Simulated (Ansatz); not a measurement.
Functionals compared on the (311) surface of fcc Ni, ferromagnetic in its 1x1 cell, outermost plane spacing 1.06 Å in the ideal cut, in Ansatz (plane waves, PAW). The structure was relaxed with PBE; the other rows are single points on it, each with its references at the same level. Cutoff 420 eV.

Slab: 10 atoms, 9.6 Å thick at the start (thin: gaps and levels are the slab's own); k 16x9x1, smearing 0.1 eV, dipole-corrected; all atoms relaxed; held to the part of the start's symmetry that mesh and held atoms allow; spin-polarised, no spin-orbit, no U. These notes are the PBE run's.

| functional | surface energy (J/m²) | work function of the top face (eV) | magnetic moment of the cell (μB) | rough cost of the single point |
|---|---|---|---|---|
| PBE | 2.33 | 4.69 | 6.63 | – |
| LDA | 2.92 | 5.06 | 6.38 | very roughly 12 core-minutes |
| PBEsol | 2.73 | 4.80 | 6.63 | about 7 core-minutes (a rough figure) |
| RPBE | … | … | 6.69 | about 7 core-minutes (a rough figure) |

Q: Some entries are withheld; supply them.

A: 
- RPBE, surface energy (J/m²): 2.07
- RPBE, work function of the top face (eV): 4.51

Ansatz is a first-principles code.
